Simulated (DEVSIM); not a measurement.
System: illuminated Si p-on-n cell, one wavelength, at 350 K.

Layer 1 from the left is Si, thickness (μm) 0.100, Na (cm⁻³) 8.8e17, τn (s) 3e-8, τp (s) 1.3e-8, absorption coefficient (cm⁻¹) 3200. Layer 2 from the left is Si, thickness (μm) 39.0, Nd (cm⁻³) 1.7e16, τn (s) 5.5e-7, τp (s) 5.5e-7, absorption coefficient (cm⁻¹) 3200.

Left contact: ohmic, minority electron recombination velocity 8000 cm/s. Right contact: ohmic, minority hole recombination velocity 20000 cm/s. Voltage is applied to the left contact. Recombination: SRH at mid-gap, radiative, Auger. Light enters at the left, 2.4e16 photons cm⁻² s⁻¹, one pass, no reflection. Mobility is μmin + (μ − μmin)/(1 + (N/Nref)^α).

This is a model device: material constants are rounded textbook-type values typed into the input, and sizes, dopings and lifetimes were drawn at random. Values at 300 K; Nc and Nv go as T^1.5, mobilities as T to minus their exponent, the gap by Varshni's rule with the affinity fixed.

Si: gap (eV) 1.124, affinity (eV) 4.05, permittivity 11.7, Nc (cm⁻³) 2.86e19, Nv (cm⁻³) 3.1e19, μn (cm²/Vs) 1417, μp (cm²/Vs) 470, μn,min 52, μp,min 45, Nref,n 9.7e16, Nref,p 2.2e17, αn 0.68, αp 0.72, T exponent of μn 2.3, T exponent of μp 2.2, B (cm³/s) 4.7e-15, Cn (cm⁶/s) 2.8e-31, Cp (cm⁶/s) 9.9e-32, Varshni α (eV/K) 0.000473, Varshni β (K) 636.

DEVSIM, 1D drift-diffusion, Boltzmann statistics, complete ionisation; no tunnelling, impact ionisation, image-force lowering or self-heating.

Dark forward current:

```
|V| (V)  |J| (A/cm²)
-------  -----------
0.05        2.322e-7
0.10        8.276e-7
0.15        2.628e-6
0.20        8.965e-6
0.25        3.467e-5
0.30       0.0001510
0.35       0.0007152
0.40        0.003558
0.45         0.01814
0.50         0.09317
0.55          0.4676
0.60           2.112
0.65           7.702
0.70           23.02
0.75           60.91
0.80           147.8
0.85           327.9
0.90           656.4
0.95            1184
1.00            1948
1.05            2967
```

Problem. Work out the local ideality factor n = ΔV / (kT/q · ln(J2/J1)) between the rows 0.15 and 0.20 V, 0.45 and 0.50 V, 1.00 and 1.05 V.

Solution. kT/q = 30.16 mV. From 0.15 to 0.20 V: ln(8.965e-6/2.628e-6) = 1.227, n = 1.35. From 0.45 to 0.50 V: ln(0.09317/0.01814) = 1.636, n = 1.01, near the 1 of diffusion or emission over a barrier. From 1.00 to 1.05 V: ln(2967/1948) = 0.421, n = 3.94.

Problem. What current could the absorbed light give at most, and what share is collected?

Solution. Σ αd = 12.5, so qΦ(1 − exp(−Σ αd)) = 3.85 mA/cm². The simulated short-circuit current is 3.396 mA/cm², a share of 0.88.

Problem. Estimate the open-circuit voltage by superposition: the voltage at which the dark current equals that short-circuit current.

Solution. Interpolating ln J in the table gives 0.399 V. The simulation gives 0.398 V, the same within the digits that matter. Superposition holds where collection doesn't change with voltage.

Problem. Estimate the fill factor from FF0 = (v − ln(v + 0.72))/(v + 1), v = qVoc/(nkT), with n from the dark curve.

Solution. The rows about Voc, 0.35 and 0.40 V, give n = 1.03, so v = 12.8 and FF0 = 0.738. The simulation gives 0.735, the same within the digits that matter.
